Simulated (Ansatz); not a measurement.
Defect migration in rutile TiO2: interstitial O, charge state -2. These are PBE, PAW (plane waves to 420 eV; Ansatz, a first-principles code) values and carry that method's errors.

Settings: 72 host sites, the relaxed PBE lattice, one k-point at (0.250, 0.250, 0.250), smearing 0.01 eV, spin-restricted, no image-charge correction. Static, classical nuclei. The charge state is imposed; whether it is stable for some Fermi level was not computed. Sites that were not tried may lie lower.

Barriers: single points on a 2×2×2 k-point mesh shifted by half a step at the bands' geometries.

The step: a concerted move, in which O travels most. Atoms about the jump, Cartesian Å from the middle of the jump, before and after:

| atom | x0 | y0 | z0 | x1 | y1 | z1 |
|---|---|---|---|---|---|---|
| O1 | -0.01 | -0.39 | 0.38 | 0.01 | 0.39 | -0.38 |
| Ti2 | -0.02 | -1.87 | -1.07 | 0.03 | -1.61 | -1.06 |
| Ti3 | 1.98 | 0.32 | 0.37 | 2.00 | 0.40 | 0.30 |
| Ti4 | -2.00 | 0.08 | 0.37 | -1.96 | 0.37 | 0.30 |
| O5 | -1.52 | -1.89 | 0.36 | -1.15 | -1.35 | 0.50 |
| O6 | 1.59 | -0.63 | -1.27 | 1.75 | -0.77 | -1.26 |
| O7 | 0.97 | 1.90 | 0.37 | 1.18 | 2.12 | 0.50 |
| O8 | -1.39 | 1.28 | -1.09 | -1.72 | 1.54 | -1.26 |
| O9 | 1.60 | -0.66 | 1.99 | 1.38 | -0.52 | 1.82 |
| O10 | -1.40 | 1.29 | 1.82 | -1.35 | 1.29 | 1.83 |
| O11 | -0.87 | -1.03 | -2.54 | -0.90 | -0.98 | -2.58 |
| Ti12 | -0.10 | 2.75 | -1.12 | 0.01 | 2.38 | -1.06 |
| O13 | 0.95 | -2.85 | 0.37 | 0.94 | -2.78 | 0.36 |
| Ti14 | -0.03 | -1.89 | 1.80 | -0.01 | -2.15 | 1.90 |
| O15 | 0.94 | 1.80 | -2.58 | 0.93 | 1.76 | -2.58 |
| O16 | -3.19 | -0.51 | -1.09 | -3.16 | -0.53 | -1.12 |
| Ti17 | 2.50 | 0.49 | -2.50 | 2.55 | 0.34 | -2.66 |
| Ti18 | -0.04 | 2.80 | 1.85 | 0.04 | 2.92 | 1.91 |
| O19 | 3.20 | 1.29 | -1.06 | 3.18 | 1.31 | -1.12 |
| Ti20 | -2.42 | 0.45 | -2.59 | -2.51 | 0.42 | -2.66 |

### Question
Where do these atoms stand at the saddle point, and how high is it?

### Answer

| atom | x | y | z |
|---|---|---|---|
| O1 | 0.05 | -0.02 | -0.17 |
| Ti2 | 0.02 | -1.76 | -1.00 |
| Ti3 | 1.93 | 0.34 | 0.27 |
| Ti4 | -1.90 | 0.21 | 0.34 |
| O5 | -1.34 | -1.58 | 0.52 |
| O6 | 1.76 | -0.78 | -1.34 |
| O7 | 1.05 | 2.03 | 0.44 |
| O8 | -1.53 | 1.43 | -1.18 |
| O9 | 1.43 | -0.58 | 1.91 |
| O10 | -1.34 | 1.26 | 1.83 |
| O11 | -0.90 | -0.99 | -2.56 |
| Ti12 | -0.05 | 2.73 | -1.19 |
| O13 | 0.95 | -2.78 | 0.38 |
| Ti14 | -0.02 | -2.09 | 1.99 |
| O15 | 0.92 | 1.78 | -2.55 |
| O16 | -3.17 | -0.51 | -1.10 |
| Ti17 | 2.50 | 0.43 | -2.58 |
| Ti18 | 0.01 | 2.87 | 1.80 |
| O19 | 3.16 | 1.29 | -1.09 |
| Ti20 | -2.42 | 0.45 | -2.62 |
It lies 0.51 eV above the start and 0.16 eV above the end. The saddle point's order was not checked.
